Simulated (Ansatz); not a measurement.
What biaxial strain +3.00 %, plane normal [001], relaxed out of plane does to ZnS

The parent structure is ZnS in the zinc blende structure (space group F-43m, No. 216; a = 5.3566 Å). Axes: x, y, z lie along the cube axes.

The change: biaxial strain +3.00 %, plane normal [001], relaxed out of plane (Cartesian); in-plane vectors clamped, the third vector and the atoms free.

Computed with PBEsol in Ansatz (plane waves to 420 eV, PAW, spin-orbit coupling left out). Γ-centred 11×11×11 mesh, Fermi–Dirac width 0.05 eV.

| quantity | base | changed | shift |
|---|---|---|---|
| volume per atom | 19.21 Å³ | 19.62 Å³ | +0.41 Å³ |
| space group | F-43m (No. 216) | I-4m2 (No. 119) | – |
| shortest interatomic distance | 4.383 bohr | 4.419 bohr | +0.0354 bohr |
| energy relative to the base (free energy F) | 0 meV/atom | +9.5 meV/atom | +9.5 meV/atom |
| pressure (mean of the normal stresses, compression positive) | -0.01 GPa | -1.71 GPa | -1.706 GPa |
| band gap | 2.09 eV | 1.84 eV | -0.241 eV |
| gap character | direct at Γ | direct at Γ | – |
| electron mass | 0.17 mₑ (at Γ) | 0.16 mₑ (at Γ) | – |
| hole mass | – | 0.18 mₑ out of plane, 0.66 mₑ in plane (at Γ) | – |
| valence-band top at Γ (three highest levels, from the VBM) | 0.00, 0.00, 0.00 eV | 0.00, -0.21, -0.21 eV | – |
| valley order (the lowest conduction-band minima on the path, energy above the VBM, named in the base's zone) | Γ 2.09 eV; X along ⟨100⟩ 3.17 eV; L along ⟨111⟩ 3.24 eV | Γ 1.84 eV; X along [001] 2.89 eV; L along [1-1-1] 3.00 eV; X along [100] 3.21 eV | – |
| out-of-plane strain | – | -3.73 % | – |
| ratio −ε⊥/ε∥ | – | 1.24 | – |
| mean in-plane stress (compression positive) | – | -2.6 GPa | – |

Final structure (turned so that z lies along the plane normal):

```xyz
2
Lattice="3.9014 0.0000 0.0000 0.0000 3.9014 0.0000 1.9507 -1.9507 2.5785" Properties=species:S:1:pos:R:3 pbc="T T T"
Zn     0.0000     0.0000     0.0000
S      3.9014     1.9507     1.2892
```

Effective masses come from finite differences of ±0.01 Å⁻¹. Whether these cells are dynamically stable was not tested. k-point labels follow each cell's own Brillouin zone.

Ansatz is a first-principles code.
